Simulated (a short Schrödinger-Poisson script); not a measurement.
System: symmetric double-gate stack, Al2O3 on p-type Si(100), at 77 K.

```tsv
layer	material	thickness (nm)	Na (cm⁻³)
1	Al2O3	3.9	-
2	Si	4	4e15
3	Al2O3	3.9	-
```

The device is made up for the run: typed textbook-type constants, with dimensions and the other settings drawn at random. Al2O3: permittivity 9, conduction-band edge (eV) 2.7, gap (eV) 6.8, electron mass (mₑ) 0.3. Si: permittivity 11.7, conduction-band edge (eV) 0, gap (eV) 1.124, Nv at 300 K (cm⁻³) 3.1e19.

Channel valleys (confinement mass, in-plane density-of-states mass, number): Δ2 0.916, 0.19, 2; Δ4 0.19, 0.417, 4. At the gates, both at one voltage, the conduction-band edge of layer 1 lies 3.23 eV − eVg above the Fermi level of the channel. Gaps are held at their typed values at every temperature. Mesh 0.03 nm at interfaces.

Solved with a short Schrödinger-Poisson script written for these runs: 1D Poisson equation in equilibrium, electrons classical, Fermi-Dirac, parabolic valleys, classical holes, full ionisation, no traps, pinning or gate leakage.

The same stack at other levels of the model or other numerical settings:

```csv
run,sheet density of all electrons at Vg = 1.25 V (cm⁻²),sheet density of all electrons at Vg = 0.65 V (cm⁻²),capacitance of both gates at Vg = 1.25 V (μF/cm²),rough cost against the base
base,1.60e13,2.58e12,3.65,about 1
"electrons treated as classical, Boltzmann",1.74e13,…,4.00,0.3
"electrons treated as quantum, Hartree",1.32e13,…,…,5
mesh six times as coarse,1.58e13,2.55e12,3.60,0.5
```

Q: Complete the blanks.

A: 
- electrons treated as quantum, Hartree, sheet density of all electrons at Vg = 0.65 V (cm⁻²): 1.76e12
- electrons treated as quantum, Hartree, capacitance of both gates at Vg = 1.25 V (μF/cm²): 3.27
- electrons treated as classical, Boltzmann, sheet density of all electrons at Vg = 0.65 V (cm⁻²): 2.72e12

The classical rows ignore confinement, and Boltzmann statistics overrate the density once the band edge passes the Fermi level.
